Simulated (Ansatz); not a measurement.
**Hf: response to strain**

Take Hf in the hcp (Mg type) structure (space group P6_3/mmc, No. 194; a = 3.1174 Å, c = 4.9501 Å; relaxed with 0.1 eV smearing) as the base.

Strains are applied to the cell and any free atomic positions relax.

Calculations: LDA (Ansatz, a quantum-chemistry and plane-wave program; PAW; 420 eV plane waves; scalar-relativistic without spin-orbit coupling).

Notes on the quantities. pressure: mean of the normal stresses, compression positive; energy relative to the base: free energy F.

| variant | pressure | shortest interatomic distance | energy relative to the base |
|---|---|---|---|
| base | 0.0 GPa | 3.060 Å | 0 meV/atom |
| isotropic strain −3.00 % | 12.9 GPa | 2.968 Å | +68 meV/atom |
| isotropic strain −2.50 % | 10.4 GPa | 2.984 Å | +47 meV/atom |
| isotropic strain −1.50 % | … | 3.014 Å | … |
| isotropic strain −1.00 % | 3.8 GPa | 3.030 Å | +7.2 meV/atom |
| isotropic strain −0.50 % | 1.9 GPa | 3.045 Å | +1.8 meV/atom |
| isotropic strain +0.50 % | -1.8 GPa | 3.076 Å | +1.7 meV/atom |
| isotropic strain +1.00 % | -3.4 GPa | 3.091 Å | +6.9 meV/atom |
| isotropic strain +2.00 % | -6.4 GPa | 3.121 Å | +27 meV/atom |
| isotropic strain +2.50 % | -7.8 GPa | 3.137 Å | +41 meV/atom |

**Question.** Complete the table.

**Answer.** 
- isotropic strain −1.50 %, pressure: 5.9 GPa
- isotropic strain −1.50 %, energy relative to the base: +16 meV/atom

No phonon test of stability was made. All final runs are without spin polarisation.
